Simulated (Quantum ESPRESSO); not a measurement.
A user runs Quantum ESPRESSO on Ba₃P₄O₁₃ (P1, 20 atoms in the cell) and asks whether the run is sound. The aim is a self-consistent single point with DFT, PBEsol, plane waves, GBRV 1.5 ultrasoft (PBESOL) pseudopotentials.

This input was run:

```fortran
&CONTROL
   calculation = 'scf',
   outdir = './tmp',
   pseudo_dir = './',
   tprnfor = .true.,
   tstress = .true.,
/
&SYSTEM
   ibrav = 0,
   nat = 20,
   ntyp = 3,
   ecutwfc = 40,
   occupations = 'smearing',
   smearing = 'fd',
   degauss = 0.000734986,
/
&ELECTRONS
   conv_thr = 1e-10,
   mixing_beta = 0.4,
/
ATOMIC_SPECIES
Ba   137.3270  ba_pbesol_v1.uspp.F.UPF
P     30.9738  p_pbesol_v1.5.uspp.F.UPF
O     15.9990  o_pbesol_v1.2.uspp.F.UPF
ATOMIC_POSITIONS {crystal}
Ba    0.3630300000    0.4084000000    0.7724100000
Ba    0.6494600000    0.5833300000    0.2212800000
Ba    0.0088700000    0.0013200000    0.9945300000
P     0.0067000000    0.7860500000    0.4711000000
P     0.9954800000    0.2041600000    0.5325500000
P     0.6712800000    0.8022800000    0.8085300000
P     0.3324800000    0.1890500000    0.1939900000
O     0.8998800000    0.7021100000    0.8886900000
O     0.1111300000    0.3015300000    0.1096800000
O     0.5836300000    0.0209200000    0.8173900000
O     0.3987100000    0.9718200000    0.1840000000
O     0.7666600000    0.7554500000    0.6049100000
O     0.2339300000    0.2338800000    0.3985000000
O     0.4631500000    0.7097100000    0.8747000000
O     0.5509400000    0.2710200000    0.1323200000
O     0.2431100000    0.6288000000    0.4948800000
O     0.0334000000    0.9781700000    0.5291100000
O     0.7540300000    0.3213100000    0.4813900000
O     0.9448400000    0.8053500000    0.2992400000
O     0.0198100000    0.2410300000    0.7055100000
K_POINTS {automatic}
4 3 3  0 0 0
CELL_PARAMETERS {angstrom}
   5.7169000000     0.0000000000     0.0000000000
   2.4126300000     6.8685540000     0.0000000000
   1.9568640000     0.2924380000     7.8133090000
```

The program printed (abridged):

```
     G-vector sticks info
     --------------------
     sticks:   dense  smooth     PW     G-vecs:    dense   smooth      PW
     Sum        1777    1777    509                70737    70737   10855

     bravais-lattice index     =            0
     lattice parameter (alat)  =      10.8034  a.u.
   [... lines left out ...]
        14        O      tau(  14) = (   1.0620649   0.8974229   1.1954558  )
        15        O      tau(  15) = (   0.7106075   0.3323848   0.1808422  )
        16        O      tau(  16) = (   0.6778692   0.7807848   0.6763544  )
        17        O      tau(  17) = (   0.6273160   1.2022854   0.7231367  )
        18        O      tau(  18) = (   1.0544055   0.4106617   0.6579175  )
        19        O      tau(  19) = (   1.3871398   0.9828927   0.4089724  )
        20        O      tau(  20) = (   0.3630211   0.3256740   0.9642232  )

     number of k points=    19  Fermi-Dirac smearing, width (Ry)=  0.0007
                       cart. coord. in units 2pi/alat
        k(    1) = (   0.0000000   0.0000000   0.0000000), wk =   0.0555556
        k(    2) = (   0.0000000   0.0000000   0.2438958), wk =   0.1111111
        k(    3) = (   0.0000000   0.2774432  -0.0103842), wk =   0.1111111
   [... 16 lines left out ...]

     Dense  grid:    70737 G-vectors     FFT dimensions: (  45,  60,  64)

     Initial potential from superposition of free atoms

     starting charge     127.9579, renormalised to     128.0000

     negative rho (up, down):  2.893E-01 0.000E+00
     Self-consistent Calculation

     iteration #  1     ecut=    40.00 Ry     beta= 0.40

     negative rho (up, down):  2.829E-01 0.000E+00

     total energy              =    -692.29861755 Ry
     estimated scf accuracy    <       4.82235575 Ry

     iteration #  2     ecut=    40.00 Ry     beta= 0.40

     negative rho (up, down):  2.788E-01 0.000E+00

     total energy              =    -693.48015964 Ry
     estimated scf accuracy    <       0.22110788 Ry

     iteration #  3     ecut=    40.00 Ry     beta= 0.40

     negative rho (up, down):  2.742E-01 0.000E+00

     total energy              =    -693.47958081 Ry
     estimated scf accuracy    <       0.07007419 Ry

   [... 10 blocks of this kind left out ...]

     iteration # 14     ecut=    40.00 Ry     beta= 0.40

     negative rho (up, down):  2.701E-01 0.000E+00

     total energy              =    -693.49014380 Ry
     estimated scf accuracy    <          2.3E-10 Ry

     iteration # 15     ecut=    40.00 Ry     beta= 0.40

     negative rho (up, down):  2.701E-01 0.000E+00
     End of self-consistent calculation

     the Fermi energy is     9.0779 ev

!    total energy              =    -693.49014380 Ry
     estimated scf accuracy    <          2.1E-12 Ry
     smearing contrib. (-TS)   =       0.00000000 Ry
     internal energy E=F+TS    =    -693.49014380 Ry

     convergence has been achieved in  15 iterations

     negative rho (up, down):  2.701E-01 0.000E+00

     Forces acting on atoms (cartesian axes, Ry/au):

     atom    1 type  1   force =    -0.00145925    0.00016265   -0.00124454
     atom    2 type  1   force =     0.00045963   -0.00127955    0.00065764
     atom    3 type  1   force =     0.00088481    0.00010290    0.00159603
     atom    4 type  2   force =    -0.00290503    0.00630293    0.00516988
   [... lines left out ...]
     Total force =     0.103757     Total SCF correction =     0.000002
   [... lines left out ...]

     negative rho (up, down):  2.701E-01 0.000E+00
          total   stress  (Ry/bohr**3)                   (kbar)     P=       17.08
   0.00014161  -0.00000911   0.00002498           20.83       -1.34        3.67
  -0.00000911   0.00011312  -0.00000655           -1.34       16.64       -0.96
   0.00002498  -0.00000655   0.00009356            3.67       -0.96       13.76

   JOB DONE.
```

Task: Can these results be used? Check the input.

Result: The results can be used. The input holds a density cutoff or grid that is too coarse, which can do harm: the charge density holds wave vectors up to twice those of the orbitals (four times the energy cutoff), and augmentation charges need more still. Here it did none. The run converged in 15 iterations, and against the sound input the free energy stays essentially unchanged (within 1 meV/atom), the pressure moves little (1.72 to 1.71 GPa), the largest force hardly changes (0.887 to 0.888 eV/Å) and the gap on the mesh stays at 5.335 eV.

An input that runs soundly differs in these lines (not the only fix; some lines may just follow from the change or write a value another way):
```diff
+   ecutrho = 200,
```

With that input, the run converged in 15 iterations: free energy E − TS -9435.4142 eV; top of the valence band (on the code's own zero) 4.72 eV; gap on the k-point mesh 5.34 eV; pressure 1.72 GPa; largest force (vector length) 0.887 eV/Å (DFT, PBEsol, plane waves, GBRV 1.5 ultrasoft (PBESOL) pseudopotentials).

On the sound input: the starting cell comes from a database of computed structures (which also holds hypothetical and non-ambient phases and stackings), without a prior relaxation at this level.
